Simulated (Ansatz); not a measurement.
# Lattice constant a of Pt (model structure, started from the diamond type, Fd-3m, No. 227, 2 atoms in the cell) at several levels of theory

No measured value is used here.

```
level (code)     value (Å)
---------------  ---------
LDA (Ansatz)           ___
PBE (Ansatz)         5.775
PBEsol (Ansatz)      5.688
r²SCAN (Ansatz)      5.720
```

Fill in the missing entries.


- LDA (Ansatz, a first-principles code), value (Å): 5.644

The crystal itself was run without spin with r²SCAN; a magnetic state was not tried in these runs. Density-functional levels without +SOC have no spin–orbit coupling. Cutoffs differ between the levels. Ansatz's density-functional and Hartree–Fock values are scalar-relativistic unless marked +SOC, with PAW data made under PBE.

A model structure was made by putting elements into a prototype or built by hand; it is no filed structure, need not be a known phase, and can be a saddle point held by its symmetry.
